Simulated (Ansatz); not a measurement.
## B₄Si₃ (model structure, started from the Al4C3 type, R-3m, No. 166, 7 atoms in the cell): properties by level of theory

| level (code) | lattice constant a (Å) | lattice parameter c (Å) | bulk modulus (GPa) | cohesive energy (eV/atom) |
|---|---|---|---|---|
| LDA (Ansatz) | … | 28.746 | 147 | 5.77 |
| PBE (Ansatz) | 3.003 | 28.970 | 129 | … |
| PBEsol (Ansatz) | 2.972 | 28.976 | 141 | … |
| r²SCAN (Ansatz) | … | 28.736 | 125 | 4.88 |

What belongs in the gaps?


- LDA (Ansatz, a first-principles code), lattice constant a (Å): 2.955
- PBE (Ansatz), cohesive energy (eV/atom): 4.92
- PBEsol (Ansatz), cohesive energy (eV/atom): 5.37
- r²SCAN (Ansatz), lattice constant a (Å): 3.014

Caveats: the bulk modulus is −V dP/dV from two relaxed cells at ±2 % in volume (LDA, PBE, PBEsol, r²SCAN). Ansatz's density-functional and Hartree–Fock values are scalar-relativistic unless marked +SOC, with PAW data made under PBE.

Free atoms are spin-polarised, in the lowest state found; at levels without +SOC their spin–orbit coupling is left out.

A model structure was made by putting elements into a prototype or built by hand; it is no filed structure, need not be a known phase, and can be a saddle point held by its symmetry.
